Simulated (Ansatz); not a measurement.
CoSn (P6/mmm), PBEsol, DFPT electron-phonon coupling, linearised Boltzmann equation (Ansatz, a first-principles code): phonon-limited resistivity 55.9 μΩ·cm at 300 K along x (a = (5.22, 0.00, 0.00) Å; b = (-2.61, 4.52, 0.00) Å; c = (0.00, 0.00, 4.16) Å), 76.3 μΩ·cm at 400 K, current-weighted mean free path 13.9 nm, Drude plasma energy 1.87 eV.

Q: What temperature coefficient of resistance follows, and how does it compare with 1/T?

A: (ρ₄₀₀ − ρ₃₀₀)/(100 K × ρ₃₀₀) = 3.65×10⁻³ K⁻¹, against 1/T = 3.33×10⁻³ K⁻¹ for a resistivity proportional to T. It lies higher because phonons are still being populated at 300 K; impurities would add a constant and lower it.

Q: What Drude relaxation time do resistivity and plasma energy imply?

A: ω_p = 2.84e15 s⁻¹, so τ = 1/(ε₀ ω_p² ρ) = 25.0 fs, a damping ħ/τ of 26.3 meV.

Q: What is the classical skin depth at 1 GHz (nonmagnetic, μ₀ = 1.257×10⁻⁶ H/m)?

A: δ = √(ρ/(π f μ₀)) = 11900 nm.

A metal at this level (no band gap). Only scattering by harmonic phonons is included (no impurities, grain boundaries, electron-electron scattering or thermal expansion). Spin-orbit coupling is left out. The squared frequency of the phonon mode least converged on the k mesh is uncertain by about 21 %. The run warned that the eigensolver left some states short of its tolerance. Halving the electron mesh (20x20x20) moves the resistivity by up to 7 % at 300 K, the mean free path by up to 9 %. Smearing 0.20 eV; phonons on a 3x3x4 q mesh, which this run doesn't test.

Treated as nonmagnetic (a ferromagnetic start lost its moment, other orders weren't tried): CoSn (P6/mmm).
